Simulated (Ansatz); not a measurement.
## CrPbO3, response to strain

Take CrPbO$_{3}$ in the cubic perovskite structure (space group Pm-3m, No. 221; a = 3.827 Å; ferromagnetic; a cell from a computed database, its experimental status unchecked) as the base. Axes: x, y, z lie along the cube axes.

Strains are applied to the cell and any free atomic positions relax; under biaxial strain the out-of-plane vector relaxes too.

Calculations: PBEsol (Ansatz, a first-principles code, PAW, scalar-relativistic without spin-orbit coupling).

Notes on the quantities. pressure: mean of the normal stresses, compression positive; energy relative to the base: free energy F.

| case | space group | pressure | energy relative to the base | volume per atom |
|---|---|---|---|---|
| base | Pm-3m (No. 221) | 0.0 GPa | 0 meV/atom | 11.21 Å³ |
| biaxial strain −1.91 %, plane normal [110], relaxed out of plane | Cmmm (No. 65) | 4.4 GPa | +8.7 meV/atom | 10.98 Å³ |
| isotropic strain +3.52 % | Pm-3m (No. 221) | -16.2 GPa | +68 meV/atom | 12.43 Å³ |
| tensor shear ε_xz = −1.69 % | Cmmm (No. 65) | 0.1 GPa | +4.3 meV/atom | 11.20 Å³ |
| tensor shear ε_xz = +2.61 % | Cmmm (No. 65) | 0.3 GPa | +10 meV/atom | 11.20 Å³ |

Without a gap, meshes like the base's 12×12×12 leave anisotropic stresses uncertain by several tenths of a GPa, and small strain energies with them. Stability against distortions was not tested. No Hubbard U is applied and the magnetic state is the run's own (CrPbO3 ferromagnetic); other magnetic orders, which need larger cells, were not tried and can change the gap. Many cubic perovskites are stable only at high temperature; tilts and polar distortions were not tested.
